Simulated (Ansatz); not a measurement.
The decay constant κ of evanescent states in the gap governs leakage through a thin film.

Given:

```
CELL_PARAMETERS angstrom
      3.23735     0.00000     0.00000
     -1.61868     2.80363     0.00000
      0.00000     0.00000     5.22206
ATOMIC_POSITIONS crystal
  Zn 0.66667 0.33333 0.50059
  Zn 0.33333 0.66667 0.00059
  O  0.66667 0.33333 0.87972
  O  0.33333 0.66667 0.37972
```

The cell is taken as given; by PBEsol it stands under a pressure of -0.9 GPa.

Transport runs along the normal of the first two printed cell vectors, the (001) plane of the conventional cell.

The gap is the functional's own. No spin-orbit coupling. Mid-gap values are those at the computed energy nearest the middle.

Task: Compute, with PBEsol (Ansatz, a quantum-chemistry and plane-wave program), the band gap and the smallest decay constant κ at mid-gap.

Result: Gap 0.70 eV on a 12×12×6 mesh; κ = 0.085 1/Å, at the zone centre.
